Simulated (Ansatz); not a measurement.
We consider hexagonal WC, described by r²SCAN+rVV10 (plane waves, PAW; Ansatz, an electronic-structure program).

Settings: plane-wave cutoff 560 eV, 24×24×20 k mesh (along the axes of the cell as run), Fermi–Dirac smearing 0.05 eV, no spin polarisation, scalar-relativistic PAW data made under PBE.

Results at a series of volumes:

```
V (Å³/atom)  E − E_lowest (meV/atom)
-----------  -----------------------
9.949                          22.61
10.156                          5.46
10.363                          0.00
10.571                          5.09
10.778                         19.67
```

### Question
What bulk modulus B0 and pressure derivative B′ does a third-order Birch–Murnaghan fit give?

### Answer
V0 = 10.363 Å³/atom, B0 = 407 GPa, B′ = 4.2 (fit to the energies at full precision).

Shape and atoms are relaxed at each volume.

Measured, for comparison: bulk modulus 384 ± 0.8 GPa (room temperature, no zero-point or thermal correction, adiabatic, ultrasonic, our sources range from 377 to 412; as tabulated in Compression behavior of WC and WC-6%Co up to 50 GPa (OSTI 1006718)). Computed (rounded) less measured: bulk modulus +6 % (inside the range of the sources held).

Note: the bulk modulus comes from volumes at which shape and atoms were relaxed.

Spin–orbit coupling is not included.

The result took around 8 core-minutes (rough).
